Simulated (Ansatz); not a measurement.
For SiO2 (P4₃2₁2, No. 96, 36 atoms in the cell; start mp-559872), LDA (Ansatz, a first-principles code, plane waves, PAW) gives:

- equilibrium lattice constant a = 7.503 Å
- c axis length = 8.303 Å
- cohesive energy = 7.42 eV/atom
- band gap = 5.57 eV

Question: What does r²SCAN+rVV10 in Ansatz (plane waves, PAW) give for the same quantities?

Answer: 
- lattice constant a: 7.517 Å (increases by 0.2 %)
- lattice parameter c: 8.331 Å (rises by 0.3 %)
- cohesive energy: 6.54 eV/atom (drops by 0.88 eV/atom)
- band gap: 6.27 eV (goes up by 0.70 eV)

Changes are worked out from the printed values.

Unless a cell is named, each level is at its own relaxed cell.

Density-functional gaps are differences of (generalised) Kohn–Sham levels.

Caveats: the relaxation could not lower the start's symmetry, so the cell can be a saddle point above a distorted one (LDA, r²SCAN+rVV10). Ansatz's density-functional and Hartree–Fock values are scalar-relativistic unless marked +SOC, with PAW data made under PBE.

A start named mp-… is a Materials Project structure, which need not be a measured phase.
